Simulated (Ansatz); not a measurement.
```xyz
2
Lattice="0.0000 2.5614 2.5614 2.5614 0.0000 2.5614 2.5614 2.5614 0.0000" Properties=species:S:1:pos:R:3 pbc="T T T"
O      0.0000     0.0000     0.0000
Sr     2.5614     2.5614     2.5614
```

A single point on MgO with a change (Mg → Sr), its geometry relaxed with PBEsol.

Method: Kohn–Sham DFT with the PBEsol functional, run in Ansatz (a program for electronic structure) with PAW and 420 eV plane waves, with spin-orbit coupling, earlier PAW set. k-mesh 11×11×11 (Γ-centred); smearing 0.05 eV (Fermi–Dirac).

Task: Estimate the band gap.

Result: 3.18 eV.

Task: What is the computed electron mass?

Result: 1.2 mₑ along k, 0.39 mₑ across (at X).

Single points use the geometry relaxed with PBEsol. Masses are band curvatures over ±0.01 Å⁻¹ around the edge. Along k means along the line from Γ to the band edge. Whether these cells are dynamically stable was not tested. The cell was made from MgO by this change: Mg → Sr.
